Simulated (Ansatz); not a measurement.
**Thermal expansion of Na in the bcc (W type) structure**

Method: quasi-harmonic lattice dynamics, LDA in Ansatz (a quantum-chemistry and plane-wave program); phonon mesh 4×4×4, k mesh 12×12×12. The run noted for some of its cells that some bands missed the eigensolver's tolerance.

| T (K) | α_L (10⁻⁶/K) | C_P (J/mol/K) | bulk modulus B_T (GPa) | γ |
|---|---|---|---|---|
| 100 | 53.9 | 22.2 | 8.5 | 1.29 |
| 200 | 65.5 | 25.6 | 7.8 | 1.32 |

```yaml
conventional lattice constants at 250 K: a = 4.121 Å
entropy at 250 K: 45.5 J/(mol K)
adiabatic bulk modulus at 250 K: 8.0 GPa
bulk_modulus_without_vibrations: 9.1 GPa
zero_point_volume_expansion: 1.16 %
```

Values include zero-point motion; explicit anharmonicity at fixed volume is left out.

Whether this phase is the stable one at each condition was not tested.

The PAW data sets were generated under PBE and serve the other functionals too.
